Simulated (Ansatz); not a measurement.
## SiH3 on the 1x1 (110) surface of 3C silicon carbide (cut with top plane C + Si), one in a 2x2 cell, started at the site 'over Si at depth 1.5 Å'

Host crystal: 3C silicon carbide, with a band gap (PBE, scalar-relativistic without spin-orbit coupling).

These are r2SCAN, at the PBE geometry and the start's symmetry (plane waves to 500 eV, PAW; Ansatz, a quantum-chemistry and plane-wave program) values and carry that method's errors.

Set-up: 52 atoms, 7.7 Å thick at the start under the adsorbate (thin: gaps and levels are the slab's own); mesh 3x3x1; 0.01 eV smearing; dipole correction on; single point; no symmetry held, on the structure that PBE left; spin-polarised, ending with about 0.1 μB a cell, a value that depends on the mesh; orders that need a larger cell were not tried, no spin-orbit, no U, no dispersion correction. The slab shows no gap over 0.04 eV on its mesh. The program's check for a lower electronic state was not made. At the end it is bonded to C. In PBE it is, or lies within 0.03 eV of, the lowest of the starts that converged; the order may differ at this level.

adsorption energy against SiH4(g) − ½ H2(g) at the same level: -1.25 eV
change of the step from the bottom to the top vacuum level, against the clean slab: -1.34 eV
height of the binding atom over the mean of the host atoms within 0.3 Å of the top one: 3.118 bohr
nearest host atoms of the binding atom: C at 1.87 Å, Si at 3.12 Å, Si at 3.12 Å
cost: about 19 core-minutes (a rough figure)

A negative adsorption energy means that the adsorbate is more stable on the surface than in its reference.
